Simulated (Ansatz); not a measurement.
# W: pressure series

Base system: W in the fcc (Cu type) structure (space group Fm-3m, No. 225; a = 3.998 Å).

Cell and atoms are relaxed at each pressure.

Level of theory: DFT with PBEsol, PAW potentials and a 420 eV plane-wave cutoff in Ansatz (a quantum-chemistry and plane-wave program), no spin-orbit coupling.

```json
[
 {"pressure (GPa)": "-1", "volume per atom (Å³/atom)": "16.026"},
 {"pressure (GPa)": "0", "volume per atom (Å³/atom)": "15.971"},
 {"pressure (GPa)": "0.3", "volume per atom (Å³/atom)": "15.955"},
 {"pressure (GPa)": "0.7", "volume per atom (Å³/atom)": "15.934"},
 {"pressure (GPa)": "1.5", "volume per atom (Å³/atom)": "15.893"},
 {"pressure (GPa)": "3", "volume per atom (Å³/atom)": "15.815"},
 {"pressure (GPa)": "5", "volume per atom (Å³/atom)": "?"},
 {"pressure (GPa)": "7.5", "volume per atom (Å³/atom)": "15.594"},
 {"pressure (GPa)": "10", "volume per atom (Å³/atom)": "15.477"}
]
```

Problem. Fit the third-order Birch–Murnaghan form P(V) = (3B₀/2)[(V₀/V)^(7/3) − (V₀/V)^(5/3)]·[1 + (3/4)(B₀′ − 4)((V₀/V)^(2/3) − 1)] (squares taken in P) to the rows shown and predict the withheld row.

Solution. Least squares on the printed values gives V₀ = 15.971 Å³/atom, B₀ = 299 GPa, B₀′ = 3.9; this predicts 15.715 Å³/atom, and the run gives 15.715 Å³/atom, in agreement.

Load acts through the strain it causes; cell and atoms are relaxed under it. Stability against distortions was not tested. No other phases were tried under pressure. All final runs are without spin polarisation. This is not the structure that W has at room temperature and ambient pressure.
